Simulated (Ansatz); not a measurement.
Output of an Ansatz run (abridged):

```
WARN ansatz: RAYON_NUM_THREADS=1 ignored (pool sized by the plan → 1); use --threads N
Pseudopotentials: kind: paw
Pseudopotential: Zn, paw, valence charge 12
Pseudopotential: Ni, paw, valence charge 18
Crystal: 2 atoms, lattice volume = 23.486 Å³
Basis set: ecut = 420 eV, 471 PW (Γ)
Bands: 19, of which v1, the nominal top of the filled ones, is band 15 counted from 1 (14 counted from 0)
Symmetry: 8 space group operations
Space group: P4mm (ITA 99), of the structure as read, at distance tolerance 2.9e-5 Å
k-points: 168 of 1440 (time reversal used)
PAW frozen core: Zn, regenerated for the run's functional, and the local potential with it
PAW frozen core: Ni, regenerated for the run's functional, and the local potential with it
Initial density: superposition of atomic densities (neutral atoms: chi_scale 0, normalization atom), corrected by the library's trained network
Initial wavefunctions: pseudopotential atomic-orbital guess
Eigensolver: davidson
Functional: x = slater, c = lda
SCF iter   1: F=—  HF=-9020.196535 eV  |F-HF|=—  |Δ(HF+E_count)|=         —  Δρ=2.51e-2  dr2=8.18e-2  ethr=1.77e-3  ⟨swp⟩=5.3  Hψ=14181  notcnv=0
all-band conjugate gradients solve this SCF's bands
preconditioner: auto → none
SCF iter   2: F=—  HF=-9020.187446 eV  |F-HF|=—  |Δ(HF+E_count)|=   9.09e-3  Δρ=1.09e-2  dr2=1.78e-2  ethr=2.73e-4  ⟨swp⟩=2.0  Hψ=5073  notcnv=0  defer=5
SCF iter   3: F=—  HF=-9020.185704 eV  |F-HF|=—  |Δ(HF+E_count)|=   1.74e-3  Δρ=2.08e-3  dr2=4.84e-4  ethr=5.93e-5  ⟨swp⟩=1.3  Hψ=3302  notcnv=0  defer=5
SCF iter   4: F=—  HF=-9020.185473 eV  |F-HF|=—  |Δ(HF+E_count)|=   2.31e-4  Δρ=5.65e-4  dr2=4.15e-5  ethr=1.61e-6  ⟨swp⟩=2.0  Hψ=4779  notcnv=0  defer=5
SCF iter   5: F=—  HF=-9020.185454 eV  |F-HF|=—  |Δ(HF+E_count)|=   1.84e-5  Δρ=1.07e-4  dr2=7.04e-7  ethr=1.38e-7  ⟨swp⟩=2.0  Hψ=4412  notcnv=0  defer=5
SCF iter   6: F=-9020.185454 eV  HF=-9020.185454 eV  |F-HF|=3.79e-9  |Δ(HF+E_count)|=   3.84e-7  Δρ=1.86e-5  dr2=2.37e-8  ethr=3.33e-10  ⟨swp⟩=6.9  Hψ=16791  notcnv=0
SCF 1 converged in 6 iterations: F = -9020.185454 eV  dr2 = 2.37e-8
SCF converged after 6 iterations
Free energy (F): -9020.185454 eV
Harris-Foulkes:  -9020.185454 eV  (|F-HF|=3.79e-9)
Internal energy: -9020.162932 eV  (E = F + TS)
E sigma→0 (E₀):  -9020.174193 eV
Entropy (-TS):   -0.022521 eV (-11.261 meV/atom)
Fermi energy:    15.125858 eV
--- Per-component energies (eV) ---
  E_band       = -229.439012
  E_kinetic    = 418.257385
  E_local      = -5085.169724  (includes V_loc(G=0)·N_el)
  E_nonlocal   = 1255.387419
  E_hartree    = 2135.851940
  E_xc         = -221.679215
  E_vxc        = -164.950632  (∫ρ·V_xc dr)
  E_paw        = -3319.548946  (= ΣΔE_a)
  E_vpaw       = -924.661175  (= ΣTr[D̂ρ^β])
  E_aug_tail   = 0.000131  (compensation charges beyond the density's cutoff)
  E_ewald      = -4205.253183
  E_core_change = 1.991262  (= ΣΔE_core)
  E_smearing   = -0.022521  (= −TS)
  E_closure    = 0.000000  (closes the sum)
  Σ components = -9020.185454   (vs F -9020.185454, Δ=0.00e0)
--- Forces (eV/Å), atoms counted from 1 ---
  atom   1  Zn    -0.00000000     0.00000000    -0.32992778
  atom   2  Ni     0.00000000     0.00000000     0.32993199
  max |Σ_I F_I| component: 4.21e-6 eV/Å
--- Stress (GPa, compression-positive) ---
      -10.183542       0.000000       0.000000
        0.000000     -10.183542       0.000000
        0.000000       0.000000      -9.088189
  P = ⅓ Tr σ = -9.8184 GPa (-98.184 kbar)
  The stress holds the Pulay correction. Without it, at fixed plane waves, as pw.x and ABINIT print it: P = -9.9132 GPa
--- Band table (eV; the first three rows and the last of 168) ---
  k-point 0: bands = ["-86.9694", "-47.8183", "-47.7821", "-47.7821", "4.8327", "7.3427", "7.4357", "8.2234", "8.2234", "8.4017", "12.7231", "12.9313", "14.1872", "14.1872", "14.4176", "18.7771", "24.5435", "24.5435", "24.9136"]
  k-point 1: bands = ["-86.9693", "-47.8189", "-47.7820", "-47.7820", "4.9841", "7.3567", "7.4656", "8.2212", "8.2212", "8.4051", "12.7093", "12.8738", "14.1355", "14.1355", "14.4131", "17.7974", "24.7857", "24.7857", "26.1880"]
  k-point 2: bands = ["-86.9692", "-47.8206", "-47.7820", "-47.7820", "5.4260", "7.3937", "7.5552", "8.2156", "8.2156", "8.4142", "12.6153", "12.6728", "14.0050", "14.0050", "14.4010", "16.0832", "25.4832", "25.4833", "28.8040"]
  k-point 167: bands = ["-86.9618", "-47.8243", "-47.8243", "-47.8159", "7.4052", "7.6425", "7.6425", "8.5149", "8.7333", "11.7492", "11.9457", "11.9457", "14.3360", "14.7937", "20.1622", "20.4455", "20.4455", "20.8404", "20.8404"]
```

The structure:

```
CELL_PARAMETERS angstrom
      2.71006     0.00000     0.00000
      0.00000     2.71006     0.00000
      0.00000     0.00000     3.19786
ATOMIC_POSITIONS crystal
  Zn 0.50000 0.50000 0.51563
  Ni 0.00000 0.00000 0.00000
```

Write an input that gives this output.

Other spellings and defaults could give the same log, and not every line can be read from it. The input that was run (DFT, LDA (PW92), plane waves, default PAW files made with PBE):

Ansatz 0.2 input:
```yaml
crystal:
  lattice:
    - [2.710063, 0.000000, 0.000000]
    - [0.000000, 2.710063, 0.000000]
    - [0.000000, 0.000000, 3.197860]
  atoms:
    - { symbol: Zn, position: [0.500000, 0.500000, 0.515635] }
    - { symbol: Ni, position: [0.000000, 0.000000, 0.000000] }
basis:
  ecutwfc: 420.0
kpoints:
  mp_grid:
    grid: [12, 12, 10]
hamiltonian:
  xc: lda
  pseudopotentials:
    kind: paw
scf:
  occupations:
    method: fermi_dirac
    width: 0.1
output:
  forces: true
  eigenvalues: true
  stress: true
```

The starting cell comes from a database of computed structures (which also holds hypothetical and non-ambient phases and stackings), without a prior relaxation at this level. Its lattice was rescaled by up to half a per cent. One atom was moved a little off its site on purpose. Spin polarisation is off. With a pressure of about -10 GPa the cell is away from its equilibrium volume at this level. Ansatz's pressure includes its estimate of the finite-basis (Pulay) stress.

Ansatz is a first-principles code.
